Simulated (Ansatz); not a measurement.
## Response to strain in ZnO

The parent structure is ZnO in the wurtzite structure (space group P6_3mc, No. 186).

```cif
data_O2Zn2
_chemical_formula_sum 'Zn2 O2'
_space_group_name_H-M_alt 'P 1'
_space_group_IT_number 1
_cell_length_a 3.23518
_cell_length_b 3.23518
_cell_length_c 5.21141
_cell_angle_alpha 90.000
_cell_angle_beta 90.000
_cell_angle_gamma 120.000
loop_
_space_group_symop_operation_xyz
  'x, y, z'
loop_
_atom_site_label
_atom_site_type_symbol
_atom_site_fract_x
_atom_site_fract_y
_atom_site_fract_z
_atom_site_occupancy
Zn1 Zn 0.66667 0.33333 0.00241 1
Zn2 Zn 0.33333 0.66667 0.50241 1
O1 O 0.66667 0.33333 0.62279 1
O2 O 0.33333 0.66667 0.12279 1
```

Strains are applied to the cell and any free atomic positions relax.

All numbers come from r2SCAN (Ansatz, a program for electronic structure, PAW, no SOC).

Notes on the quantities. energy relative to the base: free energy F.

| isotropic strain (%) | energy relative to the base (meV/atom) |
|---|---|
| -5.03 | 150.1 |
| -4.77 | 133.8 |
| -0.75 | ? |
| 0 | 0.0 |
| 0.15 | 0.1 |

**Question.** Fit ΔE = Aε² + Bε³ (ε in %) to the rows shown and predict the withheld row.

**Answer.** Least squares on the printed values gives A = 4.93 and B = -0.20 meV/atom (largest residual 0.0 meV/atom); this predicts 2.9 meV/atom, and the run gives 2.9 meV/atom, in agreement.

Whether these cells are dynamically stable was not tested.
